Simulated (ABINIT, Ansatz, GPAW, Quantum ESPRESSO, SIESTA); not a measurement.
# One structure in several programs: Cu (Fm-3m, 1 atom in the cell)

Self-consistent single point.

```yaml
crystal:
  lattice:
    - [0.00000, 1.80500, 1.80500]
    - [1.80500, 0.00000, 1.80500]
    - [1.80500, 1.80500, 0.00000]
  atoms:
    - { symbol: Cu, position: [0.00000, 0.00000, 0.00000] }
```

Shared settings, as Ansatz (an electronic-structure program) writes them: kpoints.mp_grid.grid = 4 4 4; scf.occupations.method = gaussian; scf.occupations.width = 0.2 eV. Potentials and cutoffs stand in the table.

```csv
code,model,pressure (GPa),cutoff
SIESTA,"GGA PBE, numerical atomic orbitals DZP, PseudoDojo PBE standard norm-conserving potentials (rewritten from UPF to PSML)",-0.90,grid 400 Ry
ABINIT,"PBE, PAW (JTH v2.0 PBE PAW)",3.50,816 eV
Quantum ESPRESSO,"PBE, SSSP 1.1.2 efficiency (PBE) pseudopotentials",3.23,50 Ry
GPAW,"PBE, GPAW PAW datasets PBE (gpaw-data 1.0.1)",4.87,800 eV
Ansatz,"PBE, default PAW files",4.02,default
```

On Ansatz's run: spin polarisation is off.

The spread over the programs that give each value: pressure within 5.77 GPa.

SIESTA uses small atom-centred bases, whose incompleteness enters pressures, forces and empty levels differently from a plane-wave cutoff. Ansatz's pressure is given at a fixed set of plane waves, as the other plane-wave codes print theirs; with its correction for the finite basis it is 4.15 GPa. In the pressure, SIESTA (by 4.66) and GPAW (by 1.11) lie more than 1 GPa from the median of the plane-wave programs.

On the base mesh (21 21 21) the same programs gave: Ansatz pressure 2.24 GPa; Quantum ESPRESSO pressure 1.15 GPa; ABINIT pressure 1.71 GPa; GPAW pressure 3.12 GPa; SIESTA pressure -1.80 GPa.

The values differ from the base mesh's, so the mesh still matters here: the table compares the programs at equal settings.

The starting cell has typed, rounded lattice constants, without a prior relaxation at this level.

Left out of this page: Elk (not drawn, or without a comparable value); FLEUR (with a known weakness of the program).

Keys are those of Ansatz 0.2.
